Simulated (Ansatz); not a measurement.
Take Ca₃SbN in the anti-perovskite structure (space group Pm-3m, No. 221; a cell from a computed database, its experimental status unchecked) as the base.

Space group Pm-3m (No. 221); a = b = c = 4.803 Å, α = β = γ = 90.00°

```
atom  site  symmetry       x       y       z
----  ----  --------  ------  ------  ------
Ca      3c    4/mm.m  0.0000  0.5000  0.5000
Sb      1a      m-3m  0.0000  0.0000  0.0000
N       1b      m-3m  0.5000  0.5000  0.5000
```

The values are results of Kohn–Sham DFT with the PBEsol functional, run in Ansatz (a first-principles code) with PAW and 420 eV plane waves, spin-orbit coupling left out, not measurements.

One change was made to it. Results:

```csv
quantity,base,after
width of the top valence band,2.10 eV,2.24 eV
shortest interatomic distance,4.538 bohr,4.392 bohr
band gap,0.33 eV,0.14 eV
```

### Question
What was done to the base?
A. pressure −2 GPa
B. pressure 0.3 GPa
C. pressure 7.5 GPa
D. pressure −1 GPa
E. pressure 0.7 GPa

### Answer
C, pressure 7.5 GPa. For comparison, the band gap in the other runs: pressure −2 GPa gives 0.39 eV; pressure 0.7 GPa gives 0.31 eV; pressure −1 GPa gives 0.36 eV; pressure 0.3 GPa gives 0.32 eV.

Spin-orbit coupling, missing from the scalar runs, can matter with Sb. Load acts through the strain it causes; cell and atoms are relaxed under it. Stability against distortions was not tested. No other phases were tried under pressure. The zero or small gap of Ca3SbN under pressure 7.5 GPa can change with the level of theory.
